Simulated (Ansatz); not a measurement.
Take TiAl (space group P4/mmm, No. 123; a = 2.813 Å, c = 4.058 Å) as the base.

Computed with Kohn–Sham DFT with the r2SCAN functional, run in Ansatz (a quantum-chemistry and plane-wave program) with PAW and 500 eV plane waves, no spin-orbit coupling.

Base values:

```
Item               Result
---------------  --------
Volume per atom  16.06 Å³
c/a ratio           1.443
```

Now apply this change: cell and atoms relaxed at a pressure of 9 GPa.

**Question.** What does the calculation give for the volume per atom and c/a ratio after the change?

**Answer.** The volume per atom shrinks by 1.02 Å³ (16.06 Å³ → 15.04 Å³); the c/a ratio is nearly the same (1.443 against 1.442).

Load acts through the strain it causes; cell and atoms are relaxed under it. Stability against distortions was not tested. Competing high-pressure phases were not computed. All final runs are without spin polarisation.
